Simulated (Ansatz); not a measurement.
TiC (model structure, started from the NbAs type, I4₁md, No. 109, 4 atoms in the cell), treated with PBEsol in Ansatz (plane waves, PAW).

Numerical settings: plane-wave cutoff 520 eV, 28×28×28 k mesh, Fermi–Dirac smearing 0.05 eV, no spin polarisation, scalar-relativistic PAW data made under PBE.

Cell (relaxed at this level):

```
TiC
1.0
   -1.39722     1.39722     5.31585
    1.39722    -1.39722     5.31585
    1.39722     1.39722    -5.31585
Ti C
2 2
Direct
  0.50656   0.50656   0.00000
  0.25656   0.75656   0.50000
  0.90944   0.90944   0.00000
  0.65944   0.15944   0.50000
```

Task: Give the computed bulk modulus.

Result: 
- bulk modulus: 235 GPa

Note: the bulk modulus is −V dP/dV from two relaxed cells at ±2 % in volume; the relaxation could raise the start's symmetry but not lower it, so the cell can be a saddle point.

Computed values are for the static lattice.

Cost on a shared machine: very roughly 15 core-minutes.

A model structure was made by putting elements into a prototype or built by hand; it is no filed structure, need not be a known phase, and can be a saddle point held by its symmetry.

Ansatz is a quantum-chemistry and plane-wave program.
